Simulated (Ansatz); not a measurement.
**W: stress against strain**

W (bcc, Im-3m, 15.410 Å³/atom at rest, cube axes along x, y and z) under a strain ε along a cube axis (axis z), the other axes held. LDA in Ansatz, a plane-wave DFT program (PAW, default set), 420 eV, 29×29×29 Γ-centred mesh, Fermi-Dirac smearing 0.10 eV; ions are relaxed within the symmetry of each cell. Stress is positive for a compressed cell.

Here s stands for strain and y for stress zz.

| strain (%) | stress zz (GPa) |
|---|---|
| -3.00 | ? |
| -1.50 | 8.88 |
| -1.00 | 5.82 |
| -0.50 | 2.86 |
| 0.00 | 0.00 |
| 0.50 | -2.77 |
| 1.00 | -5.44 |
| 1.50 | -8.02 |

The 7 complete rows are fitted with a straight line, y against s. Means: s 0, y 0.190. About the means, the sum of products is -39.425 and the sum of squares of s is 7.0000; the slope is their ratio. Least squares gives y = 0.190 - 5.6321·s. Residuals (row less fit): 0.242, -0.002, -0.146, -0.190, -0.144, 0.002, 0.238; standard error 0.197 (degrees of freedom: 5). The slope gives the elastic constant C11 = 563 ± 7 GPa.

### Question
Predict the withheld y at s = -3.00 from the fit, and compare with the calculation.

### Answer
y = 0.190 - 5.6321 × (-3.0) = 17.086 GPa. The calculation gives 18.68 GPa, 1.594 GPa above the prediction (6.0 % of the range of y in the table). The row lies outside the fitted rows, so this is an extrapolation. From the scatter of the fitted rows alone, a prediction at this place has a standard error of 0.306 GPa, so the miss is 5.2 times that.

One order more, fitted to all 13 runs of the series, follows each within 0.02, so the miss is the next term of a smooth law. In a metal these values are sensitive to mesh and smearing; energies are taken to zero smearing, stresses follow the free energy. Rows are the converged runs of the series near zero and its far end; series whose fitted rows scatter by over a few per cent of the range, as at a crossing or softening among them, aren't shown in this form. Most that stay on the fit to the last digits aren't either.
